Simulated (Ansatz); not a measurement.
The parent structure is Si in the diamond structure (space group Fd-3m, No. 227; a = 5.4443 Å). Axes: x, y, z lie along the cube axes.

The values are results of DFT with r2SCAN, PAW potentials and a 500 eV plane-wave cutoff in Ansatz (a program for electronic structure), no spin-orbit coupling, not measurements.

Before the change:

- Valence-band top at Γ = 0.00, 0.00, 0.00 eV
- Smallest direct gap = 2.74 eV
- Pressure = 0.00 GPa

One thing is altered: biaxial strain −2.50 %, plane normal [111], relaxed out of plane (Cartesian); in-plane vectors clamped, the third vector and the atoms free.

Problem. Predict the new valence-band top at Γ.

Solution. The valence-band top at Γ (three highest levels, from the VBM) becomes 0.00, 0.00, -0.40 eV (base: 0.00, 0.00, 0.00 eV).

Problem. What happens to the smallest direct gap?

Solution. The smallest direct gap decreases by 0.51 eV to 2.23 eV.

Problem. How does this affect the pressure?

Solution. The pressure (mean of the normal stresses, compression positive) goes from zero to 4.15 GPa.

Stability against distortions was not tested.
